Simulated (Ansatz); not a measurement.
Consider BeS in the rock salt structure (space group Fm-3m, No. 225; a = 4.5900 Å; a hypothetical phase, not in the database extracts checked). Axes: x, y, z lie along the cube axes.

One thing is altered: a pure shear with ε_xy = ε_yx = -0.0097; the atoms relax in the strained cell.

Levels (all Ansatz, a program for electronic structure, PAW): PBEsol (420 eV, no SOC); r2SCAN (500 eV, no spin-orbit coupling); HSE06 (420 eV, no SOC).

One geometry, relaxed with PBEsol, under each level:

```csv
level,band gap,lowest conduction level above the VBM at special points,pressure
PBEsol,0.82 eV,X 0.82 eV; T 0.84 eV; F₂ 1.96 eV; Σ₀ 1.96 eV,0.02 GPa
r2SCAN,1.22 eV,X 1.22 eV; T 1.23 eV; F₂ 2.46 eV; Σ₀ 2.46 eV,3.39 GPa
HSE06,1.63 eV,X 1.63 eV; T 1.64 eV; F₂ 2.87 eV; Γ 6.65 eV,–
```

Single points use the geometry relaxed with PBEsol. Their cutoffs differ, which shifts pressures a little. HSE06 gaps are upper bounds (no full band path). Whether these cells are dynamically stable was not tested. k-point labels follow each cell's own Brillouin zone.
